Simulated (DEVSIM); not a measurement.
Device: abrupt Si p-n junction, at 300 K.

Layer 1 from the left is Si, thickness (μm) 26.0, Na (cm⁻³) 2.8e16, τn (s) 1.5e-6, τp (s) 1.5e-6. Layer 2 from the left is Si, thickness (μm) 12.0, Nd (cm⁻³) 8.7e14, τn (s) 1.5e-6, τp (s) 1.5e-6.

Left contact: ohmic. Right contact: ohmic. Voltage is applied to the left contact. Recombination: SRH at mid-gap, radiative. Mobility is constant in doping.

The device is made up for the run: typed textbook-type constants, with dimensions and the other settings drawn at random. Values at 300 K.

Si: gap (eV) 1.124, affinity (eV) 4.05, permittivity 11.7, Nc (cm⁻³) 2.86e19, Nv (cm⁻³) 3.1e19, μn (cm²/Vs) 1417, μp (cm²/Vs) 470, B (cm³/s) 4.7e-15.

Model (solved in DEVSIM): 1D drift-diffusion, Boltzmann statistics, complete ionisation; no tunnelling, impact ionisation, image-force lowering or self-heating.

Task: What does the simulation give for the dark forward voltage at 1 A/cm², the potential step across the device at zero bias, the largest field in the device at zero bias?

Result: dark forward voltage at 1 A/cm² 0.582 V; potential step across the device at zero bias 0.674 V; largest field in the device at zero bias 14000 V/cm.
